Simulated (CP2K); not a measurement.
Band structure of Ba3P2 (Pm-3m, 5 atoms in the cell).

```yaml
crystal:
  lattice:
    - [6.04929, 0.00000, 0.00000]
    - [0.00000, 6.04929, 0.00000]
    - [0.00000, 0.00000, 6.04929]
  atoms:
    - { symbol: Ba, position: [0.00000, 0.50000, 0.50000] }
    - { symbol: Ba, position: [0.50000, 0.00000, 0.50000] }
    - { symbol: Ba, position: [0.50000, 0.50000, 0.00000] }
    - { symbol: P, position: [0.00000, 0.00000, 0.00000] }
    - { symbol: P, position: [0.50000, 0.50000, 0.50000] }
```

Method: PBEsol, GPW, DZVP-MOLOPT-PBE-GTH basis, GTH-PBE potentials (POTENTIAL_UZH) (CP2K).

Settings: CUTOFF = 500 Ry; REL_CUTOFF = 60 Ry; SMEAR/METHOD = GAUSSIAN; SIGMA = 0.2 eV; KPOINTS/SCHEME = MONKHORST-PACK 3 3 3; XC_FUNCTIONAL = PBE:PBESOL; Ba/BASIS_SET = DZVP-MOLOPT-PBE-GTH-q10; Ba/POTENTIAL = GTH-PBE-q10; P/BASIS_SET = DZVP-MOLOPT-PBE-GTH-q5; P/POTENTIAL = GTH-PBE-q5; METHOD = GPW; EPS_DEFAULT = 1e-11; EXTRAPOLATION = USE_GUESS; NGRIDS = 5.

The starting cell comes from a database of computed structures (which also holds hypothetical and non-ambient phases and stackings), without a prior relaxation at this level. Values carry the incompleteness of an atom-centred basis. The potentials were made for another functional than the one used. The run gives no clean gap (levels at the Fermi energy touch, overlap or are partly filled at this smearing), which alone does not show that the compound is a metal.

Levels in eV from the Fermi level, bands 17 to 22:
```
point     17     18     19     20     21    22
-----  -----  -----  -----  -----  -----  ----
Γ      -0.57  -0.25  -0.06  -0.06  -0.06  0.36
X      -0.78  -0.78  -0.70  -0.70   0.79  1.05
M      -1.15  -1.07  -1.07  -0.83   1.89  1.89
R      -2.88  -0.72  -0.72  -0.72   1.41  1.56
```

Bands cross the Fermi level along this path, so the cell is metallic at this level.

Higher empty bands are left out: an atom-centred basis made for the valence describes them poorly.
